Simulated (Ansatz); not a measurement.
Here is the system:

```
CELL_PARAMETERS angstrom
      4.46426     0.00000     0.00000
     -2.23213     3.86617     0.00000
      0.00000     0.00000     4.96332
ATOMIC_POSITIONS crystal
  Se 0.22481 0.00000 0.83333
  Se 0.00000 0.22481 0.16667
  Se 0.77519 0.77519 0.50000
```

No spin polarisation.

Method: PBE in Ansatz (plane waves to 420 eV, PAW, no SOC). Settings: 8×8×7 k-points, 0.05 eV Fermi–Dirac smearing.

Task: What electron mass does the calculation give?

Result: 0.16 mₑ along c, 0.34 mₑ across (at H).

Task: What band gap does the calculation give?

Result: 1.10 eV.

Task: Predict the pressure (mean of the normal stresses, compression positive).

Result: 7.0 kbar.

The cells carry an imposed strain or load. Effective masses come from finite differences of ±0.01 Å⁻¹. Whether these cells are dynamically stable was not tested. The cell was made from Se (space group P3_121, No. 152; made of chains) by this change: isotropic strain −1.55 %. No dispersion term is included, though the crystal is made of layers, chains or molecules, so its spacings can come out too wide.

Ansatz is a program for electronic structure.
